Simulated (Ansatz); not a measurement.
The structure below was relaxed with Kohn–Sham DFT with the PBEsol functional, run in Ansatz (a program for electronic structure) with PAW and 420 eV plane waves, no spin-orbit coupling, at pressure 0.3 GPa.

Space group Cm (No. 8); a = 8.7389 Å, b = 5.5775 Å, c = 5.0255 Å, α = 90.00°, β = 118.74°, γ = 90.00°

```csv
atom,site,symmetry,x,y,z
B,2a,m,0.0083,0.5000,0.1616
B,4b,1,0.3371,0.1609,0.5161
B,4b,1,0.1684,0.3375,0.4945
B,2a,m,0.1929,0.5000,0.8192
B,2a,m,0.3104,0.0000,0.1881
B,4b,1,0.4427,0.2545,0.3049
B,4b,1,0.0607,0.2431,0.7012
B,2a,m,0.4996,0.5000,0.0121
C,2a,m,0.4967,0.0000,0.8244
C,2a,m,0.3743,0.5000,0.1187
C,2a,m,0.1215,0.0000,0.8964
```

Question: Write out a cell with all atoms.

Answer: 
```cif
data_C6B24
_chemical_formula_sum 'B24 C6'
_space_group_name_H-M_alt 'P 1'
_space_group_IT_number 1
_cell_length_a 8.73890
_cell_length_b 5.57748
_cell_length_c 5.02552
_cell_angle_alpha 90.000
_cell_angle_beta 118.735
_cell_angle_gamma 90.000
loop_
_space_group_symop_operation_xyz
  'x, y, z'
loop_
_atom_site_label
_atom_site_type_symbol
_atom_site_fract_x
_atom_site_fract_y
_atom_site_fract_z
_atom_site_occupancy
B1 B 0.50827 0.00000 0.16163 1
B2 B 0.33706 0.83907 0.51605 1
B3 B 0.33706 0.16093 0.51605 1
B4 B 0.66842 0.16251 0.49453 1
B5 B 0.66842 0.83749 0.49453 1
B6 B 0.69294 0.00000 0.81915 1
B7 B 0.31041 0.00000 0.18807 1
B8 B 0.44265 0.74550 0.30493 1
B9 B 0.44265 0.25450 0.30493 1
B10 B 0.56065 0.25686 0.70120 1
B11 B 0.56065 0.74314 0.70120 1
B12 B 0.99960 0.00000 0.01214 1
C1 C 0.49667 0.00000 0.82437 1
C2 C 0.87434 0.00000 0.11872 1
C3 C 0.12153 0.00000 0.89641 1
B13 B 0.00827 0.50000 0.16163 1
B14 B 0.83706 0.33907 0.51605 1
B15 B 0.83706 0.66093 0.51605 1
B16 B 0.16842 0.66251 0.49453 1
B17 B 0.16842 0.33749 0.49453 1
B18 B 0.19294 0.50000 0.81915 1
B19 B 0.81041 0.50000 0.18807 1
B20 B 0.94265 0.24550 0.30493 1
B21 B 0.94265 0.75450 0.30493 1
B22 B 0.06065 0.75686 0.70120 1
B23 B 0.06065 0.24314 0.70120 1
B24 B 0.49960 0.50000 0.01214 1
C4 C 0.99667 0.50000 0.82437 1
C5 C 0.37434 0.50000 0.11872 1
C6 C 0.62153 0.50000 0.89641 1
```
This is the conventional cell.

Load acts through the strain it causes; cell and atoms are relaxed under it. Whether these cells are dynamically stable was not tested. The cell was made from B4C (space group Cm, No. 8; a cell from a computed database, its experimental status unchecked) by this change: pressure 0.3 GPa.
